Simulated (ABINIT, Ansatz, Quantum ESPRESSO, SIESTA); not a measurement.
Code comparison for CaMg (Cm, 6 atoms in the cell)

Self-consistent single point.

```yaml
crystal:
  lattice:
    - [6.62631, -1.82170, 0.00000]
    - [6.62631, 1.82170, 0.00000]
    - [-2.25708, 0.00000, 7.97159]
  atoms:
    - { symbol: Ca, position: [0.02007, 0.02007, 0.00644] }
    - { symbol: Ca, position: [0.37778, 0.37778, 0.27387] }
    - { symbol: Ca, position: [0.32602, 0.32602, 0.66711] }
    - { symbol: Mg, position: [0.66105, 0.66105, 0.34158] }
    - { symbol: Mg, position: [0.05745, 0.05745, 0.60790] }
    - { symbol: Mg, position: [0.72429, 0.72429, 0.93642] }
```

Shared settings, as Ansatz (a first-principles code) writes them: kpoints.mp_grid.grid = 3 3 2; scf.occupations.method = gaussian; scf.occupations.width = 0.05 eV. Potentials and cutoffs stand in the table.

```csv
code,model,pressure (GPa),largest force (eV/Å),cutoff
Quantum ESPRESSO,"LDA (PZ), GBRV 1.5 ultrasoft (LDA) pseudopotentials",-2.02,0.137,40 Ry
ABINIT,"LDA (PW92), PAW (JTH v2.0 LDA PAW)",-2.12,0.136,544 eV
SIESTA,"LDA PW92, numerical atomic orbitals DZP, PseudoDojo LDA standard norm-conserving potentials (rewritten from UPF to PSML)",2.78,0.304,grid 300 Ry
Ansatz,"LDA (PW92), PAW files made with PBE",-2.01,0.137,default
```

Size of the force on each atom (eV/Å): Sizes of forces hide their directions.

```
code                Ca1    Ca2    Ca3    Mg4    Mg5    Mg6
----------------  -----  -----  -----  -----  -----  -----
Quantum ESPRESSO  0.137  0.036  0.065  0.062  0.107  0.054
ABINIT            0.136  0.035  0.065  0.059  0.108  0.064
SIESTA            0.304  0.180  0.084  0.204  0.223  0.241
Ansatz            0.137  0.036  0.064  0.062  0.107  0.054
```

The spread over the programs that give each value: pressure within 4.90 GPa; largest force within 0.168 eV/Å.

SIESTA uses small atom-centred bases, whose incompleteness enters pressures, forces and empty levels differently from a plane-wave cutoff. Ansatz's pressure is given at a fixed set of plane waves, as the other plane-wave codes print theirs. The same LDA comes in different parametrisations, which differ slightly. In the pressure, SIESTA (by 4.80) lies more than 1 GPa from the median of the plane-wave programs. In the force vectors, SIESTA (by 0.318) lies more than 0.08 eV/Å from the median of the plane-wave programs.

On the base mesh (5 5 2) the same programs gave: Ansatz pressure -2.15 GPa; Quantum ESPRESSO pressure -2.15 GPa; ABINIT pressure -2.25 GPa; SIESTA pressure 2.50 GPa.

The starting cell comes from a database of computed structures (which also holds hypothetical and non-ambient phases and stackings), without a prior relaxation at this level. Its lattice was rescaled by a random factor within 2.5 % of one.

Left out of this page: CP2K (unsound by tests on forces, stress, charge or solver warnings); Elk (not drawn, or without a comparable value).

Keys are those of Ansatz 0.2.
